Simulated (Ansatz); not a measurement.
Cost and result by functional for the surface energy of the (221) surface of bcc V in its 1x1 cell, outermost plane spacing 0.50 Å in the ideal cut, in Ansatz (plane waves, PAW). Single points on the PBE structure, on one kind of machine; costs are rough ratios of the slab run's core time (references not counted) to the cheapest single point. r2SCAN's cost holds its higher cutoff (500 against 420 eV). Differences are taken against r2SCAN for comparison alone: no measured value is at hand, so the table doesn't rank accuracy.

Model: 22-atom slab, 10.5 Å thick at the start (thin: gaps and levels are the slab's own), 9x6x1 mesh, Fermi-Dirac 0.1 eV, dipole correction, all atoms relaxed; held to the part of the start's symmetry that mesh and held atoms allow; no spin, no spin-orbit, no U. These notes are the PBE run's.

```json
[
 {"functional": "LDA", "relative cost": "1", "surface energy (J/m²)": "2.99", "less r2SCAN (J/m²)": "0.10"},
 {"functional": "RPBE", "relative cost": "1", "surface energy (J/m²)": "2.51", "less r2SCAN (J/m²)": "-0.38"},
 {"functional": "PBEsol", "relative cost": "1", "surface energy (J/m²)": "2.92", "less r2SCAN (J/m²)": "0.03"},
 {"functional": "r2SCAN", "relative cost": "3", "surface energy (J/m²)": "2.88", "less r2SCAN (J/m²)": "0.00"},
 {"functional": "PBE (the relaxed run's value)", "relative cost": "–", "surface energy (J/m²)": "2.67", "less r2SCAN (J/m²)": "-0.21"}
]
```

The values span 0.48 J/m², while the single points' costs differ by a factor of roughly 3. Differences are of unrounded values.

Ansatz is a first-principles code.
